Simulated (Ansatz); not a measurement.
## GeSb$_{2}$Te$_{4}$ (space group R3m, No. 160; a cell from a computed database, its experimental status unchecked)

```cif
data_GeSb2Te4
_chemical_formula_sum 'Ge1 Sb2 Te4'
_space_group_name_H-M_alt 'P 1'
_space_group_IT_number 1
_cell_length_a 13.85716
_cell_length_b 13.85716
_cell_length_c 13.85716
_cell_angle_alpha 17.665
_cell_angle_beta 17.665
_cell_angle_gamma 17.665
loop_
_space_group_symop_operation_xyz
  'x, y, z'
loop_
_atom_site_label
_atom_site_type_symbol
_atom_site_fract_x
_atom_site_fract_y
_atom_site_fract_z
_atom_site_occupancy
Ge1 Ge 0.43128 0.43128 0.43128 1
Sb1 Sb 0.57191 0.57191 0.57191 1
Sb2 Sb 0.00165 0.00165 0.00165 1
Te1 Te 0.13311 0.13311 0.13311 1
Te2 Te 0.86358 0.86358 0.86358 1
Te3 Te 0.28782 0.28782 0.28782 1
Te4 Te 0.71070 0.71070 0.71070 1
```

All numbers come from Ansatz (an electronic-structure program), PBE-D3(BJ), PAW, cutoff 420 eV, without spin-orbit coupling. Settings: 9×9×9 k-points, 0.05 eV Fermi–Dirac smearing.

| Quantity | Result |
|---|---|
| Volume per atom | 30.55 Å³ |
| Density | 6.42 g/cm³ |
| Band gap | 0.26 eV (uncertain: the edges found on the path are not clean extrema) |
| Total energy | -6455.366 eV/atom (σ→0; compares only within this code and set-up) |

Spin-orbit coupling, missing from the scalar runs, can matter with Sb and Te. Whether these cells are dynamically stable was not tested. The D3 term's C6 switches between coordination references near this geometry, which can add small steps to energies. The zero or small gap of GeSb2Te4 can change with the level of theory.
